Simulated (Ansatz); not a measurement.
OsO₄ (within 0.1 Å of I-43m, No. 217, 5 atoms in the cell; start mp-551905), treated with LDA in Ansatz (plane waves, PAW).

Numerical settings: plane-wave cutoff 500 eV, 10×10×10 k mesh, gaussian smearing 0.02 eV, no spin polarisation, scalar-relativistic PAW data made under PBE.

Cell (relaxed at this level):

```xyz
5
Lattice="3.6795 -2.6829 -0.9292 3.6795 2.6829 -0.9292 -2.7491 0.0000 4.6085" Properties=species:S:1:pos:R:3 pbc="T T T"
Os     2.3049    -2.6833     1.3750
O      3.6477     1.7032     1.0359
O      0.9622     1.7032     1.7142
O      2.6440    -1.7040     2.7178
O      1.9659    -1.7040     0.0323
```

**Question.** Predict the band gap.

**Answer.** 
- band gap: 2.88 eV (on the SCF k mesh)

Spin–orbit coupling is not included.

Static lattice: no zero-point or thermal effects.

A start named mp-… is a Materials Project structure, which need not be a measured phase.

Ansatz is an electronic-structure program.
